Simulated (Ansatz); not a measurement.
The starting structures come from a database of crystals and need not be the phases stable at ambient conditions.

Inside the gap of an insulator the Bloch states are evanescent, with a wavenumber k + iκ along the transport direction.

Consider the following.

```
HgO
1.0
    3.66038     0.00000     0.00000
    0.00000     8.84220     0.00000
    1.83019     0.00000     3.16998
Hg O
3 3
Direct
  0.76860   0.50000   0.23140
  0.00000   0.16667   0.76860
  0.23140   0.83333   0.00000
  0.44703   0.00000   0.55297
  0.00000   0.66667   0.44703
  0.55297   0.33333   0.00000
```

Space group of this cell: P3_121. The cell was relaxed by PBE-D3(BJ); by PBEsol its mean pressure is -2.9 GPa.

Transport runs along the normal of the first two printed cell vectors, the (100) plane of the conventional cell.

The gap is the functional's own. No spin-orbit coupling. Mid-gap values are interpolated on the energy grid.

Problem. State the band gap and the smallest decay constant κ at mid-gap according to PBEsol (Ansatz, an electronic-structure program).

Solution. Gap 1.38 eV on a 10×4×10 mesh; κ = 0.308 1/Å, at (0.000, 0.250) of the in-plane reciprocal vectors. At the zone centre, at the nearest computed energy, the slowest state has κ = 0.32 1/Å.
